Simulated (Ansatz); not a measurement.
The structure below was relaxed with Ansatz (a first-principles code) PBEsol-D3(BJ), no spin-orbit coupling.

```yaml
crystal:
  lattice:
    - [3.29630, 0.00000, 0.00000]
    - [-1.64815, 2.85468, 0.00000]
    - [0.00000, 0.00000, 4.49985]
  atoms:
    - { symbol: Pt, position: [0.00000, 0.00000, 0.00000] }
    - { symbol: P, position: [0.66667, 0.33333, 0.33894] }
    - { symbol: P, position: [0.33333, 0.66667, 0.66106] }
```

Task: Find the space group and the Wyckoff positions.

Result: Space group P-3m1 (No. 164); a = b = 3.2963 Å, c = 4.4998 Å, α = β = 90.00°, γ = 120.00°

```json
[
 {"atom": "Pt", "site": "1a", "symmetry": "-3m.", "x": "0.0000", "y": "0.0000", "z": "0.0000"},
 {"atom": "P", "site": "2d", "symmetry": "3m.", "x": "0.6667", "y": "0.3333", "z": "0.3389"}
]
```

Whether these cells are dynamically stable was not tested. All final runs are without spin polarisation. The cell was made from PtS2 by this change: S → P; the result is a hypothetical phase, not in the database extracts checked.
